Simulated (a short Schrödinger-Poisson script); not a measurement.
## Gated Al0.25Ga0.75As/GaAs δ-doped gas

System: gated Al0.25Ga0.75As/GaAs δ-doped gas, at 300 K.

| layer | material | thickness (nm) | Na (cm⁻³) |
|---|---|---|---|
| 1 | Al0.25Ga0.75As | 8 | - |
| 2 | Al0.25Ga0.75As | 10 | - |
| 3 | GaAs | 6000 | 5e15 |

The device is made up for the run: typed textbook-type constants, with dimensions and the other settings drawn at random. Al0.25Ga0.75As: permittivity 12.19, conduction-band edge (eV) 0.198, gap (eV) 1.736, electron mass (mₑ) 0.0878, Nv at 300 K (cm⁻³) 9e18. GaAs: permittivity 12.9, conduction-band edge (eV) 0, gap (eV) 1.424, Nv at 300 K (cm⁻³) 9e18.

Channel valleys (confinement mass, in-plane density-of-states mass, number): Γ 0.067, 0.067, 1. At the gate the conduction-band edge of layer 1 lies 0.95 eV − eVg above the Fermi level of the channel; the field vanishes at the back. Sheet of ionised δ-doping: +4.3e12 e/cm² at 8 nm from the gate. The barrier under the gate holds no holes. Gaps are held at their typed values at every temperature. Mesh 0.08 nm at interfaces.

Solved with a short Schrödinger-Poisson script written for these runs: 1D Poisson equation in equilibrium, electrons quantum, Hartree plus LDA exchange-correlation (BenDaniel-Duke, 40 states a valley, the channel's in-plane mass for all, wave functions free to enter the barrier), parabolic valleys, classical holes, full ionisation, no traps, pinning or gate leakage.

| Vg (V) | electrons (cm⁻²) | in the channel layer | C (μF/cm²) | Γ E0 (meV) | Γ E1 (meV) |
|---|---|---|---|---|---|
| 0.5 | 5.12e11 | 4.67e11 | 0.486 | 9.3 | 57.7 |
| 0.45 | 3.70e11 | 3.49e11 | 0.429 | 19.2 | 65.1 |
| 0.4 | 2.45e11 | 2.35e11 | 0.381 | 31.8 | 75.1 |
| 0.35 | 1.37e11 | 1.32e11 | 0.316 | 48.6 | 89.3 |
| 0.3 | 5.59e10 | 5.44e10 | 0.212 | 73.3 | 111.6 |
| 0.25 | 1.42e10 | 1.38e10 | 0.0898 | 109.7 | 146.4 |
| 0.2 | 2.50e9 | 2.44e9 | 0.0339 | 155.1 | 190.7 |
| 0.15 | 3.98e8 | 3.89e8 | 0.0225 | 202.9 | 237.8 |
| 0.1 | 6.27e7 | 6.14e7 | 0.0211 | 250.9 | 285.2 |
| 0.05 | 9.95e6 | 9.75e6 | 0.0213 | 298.8 | 332.5 |
| 0 | 1.59e6 | 1.56e6 | 0.0218 | 346.5 | 379.6 |

Gate voltages with under 1e6 electrons/cm² are left out.

Subbands count from the Fermi level.
